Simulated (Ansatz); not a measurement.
Base system: TlSe (space group I4/mcm, No. 140; a = 7.944 Å, c = 6.969 Å). Axes: x, y, z lie along a, b, c of the conventional cell.

All numbers come from DFT with PBEsol, PAW potentials and a 420 eV plane-wave cutoff in Ansatz (a first-principles code), no spin-orbit coupling.

Base values:

| Item | Result |
|---|---|
| Shortest interatomic distance | 2.698 Å |
| Band gap | zero |

The change: uniaxial stress, 5 GPa compression along x; all other stress components relax to zero.

Q: How does this affect the energy relative to the base?

A: The energy goes up by 45 meV/atom.

Q: Predict the new shortest interatomic distance.

A: The shortest interatomic distance increases by 0.009 Å (2.698 Å → 2.707 Å).

Q: Estimate the effect on the band gap.

A: The band gap stays zero.

Spin-orbit coupling, missing from the scalar runs, can matter with Tl. Load acts through the strain it causes; cell and atoms are relaxed under it. Beyond what the load breaks, stability against distortions was not tested. All final runs are without spin polarisation. A zero or small gap of TlSe can be the functional's error rather than a property of the material.
